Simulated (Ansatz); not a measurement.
An Ansatz (a first-principles code) input (PBEsol (Ansatz, PAW, no spin-orbit coupling)):

Ansatz 0.2 input:
```yaml
crystal:
  lattice:
    - [2.9957401677, 0, 0]
    - [0, 2.9957401677, 0]
    - [0, 0, 2.9957401677]
  atoms:
    - { symbol: Zn, position: [0.5, 0.5, 0.5] }
    - { symbol: Cu, position: [0, 0, 0] }
basis: { ecutwfc: 420, ecutrho_ratio: 4, xc_grid: 2, fft_grid_basis: typed }
kpoints: { mp_grid: { grid: [20, 20, 20] } }
hamiltonian:
  xc: pbesol
  dispersion: none
  pseudopotentials: { kind: paw }
scf: { occupations: { method: fermi_dirac, width: 0.1 }, convergence: { dr2_threshold: 0.0000000002 } }
relax: { f_tol: 0.005, max_steps: 50 }
output: { forces: true, stress: true }
checkpoint: { write: state.ck, write_every: 1000 }
```

Question: Which symmetry and how many k-points will the program report, and about how many plane waves at Γ?

Answer: Space group Pm-3m (ITA 221) with 48 operations, k-points 286 of 8000, and 515 plane waves at Γ.

Question: And the final pressure?

Answer: -9.73 GPa (compression positive).

The cells carry an imposed strain or load. Whether these cells are dynamically stable was not tested. The final runs are not spin-polarised. The cell was made from ZnCu in the CsCl type structure (space group Pm-3m, No. 221) by this change: isotropic strain +3.00 %.
